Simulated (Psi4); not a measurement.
Psi4 1.11, unrestricted WB97X/def2-svp: Fe(F)(Br) ([F][Fe][Br]), charge 0, multiplicity 5, 3 atoms. The geometry is a generated start, not checked to be a minimum at this level.

```json
{
 "task": "energy",
 "method": "wb97x",
 "basis": "def2-svp",
 "memory": "3 GB",
 "maxiter": "100",
 "keys_of_the_molecule_block": "symmetry c1",
 "scf_type": "df (default)",
 "guess": "auto, which took SAD (default)",
 "scf_initial_accelerator": "adiis (default)",
 "e_convergence": "1e-06 (default)",
 "d_convergence": "1e-06 (default)",
 "dft_radial_points": "75 (default)",
 "dft_spherical_points": "302 (default)",
 "basis_functions": "77",
 "grid_points": "65615"
}
```

```xyz
3

Fe     0.5590    -0.3452     0.2922
F      1.0054     0.5985    -1.1657
Br    -1.5643    -0.2533     0.8735
```

Charge 0 and multiplicity 5 are set for this test and not shown to be the ground state.

One run each on 2 threads. Values of diis_max_vecs tried: 3, 6, 10 (default), 20.

Question: Which value of diis_max_vecs needs the fewest SCF iterations, and what happens away from it?

Answer: Fewest SCF iterations, within one of each other: 10 (default) with 24, 20 with 24. The count rises to 62 at 3. All converge to one solution.

| diis_max_vecs | SCF iterations | end |
|---|---|---|
| 3 | 62 | same solution |
| 6 | 28 | same solution |
| 10 (default) | 24 | same solution |
| 20 | 24 | same solution |
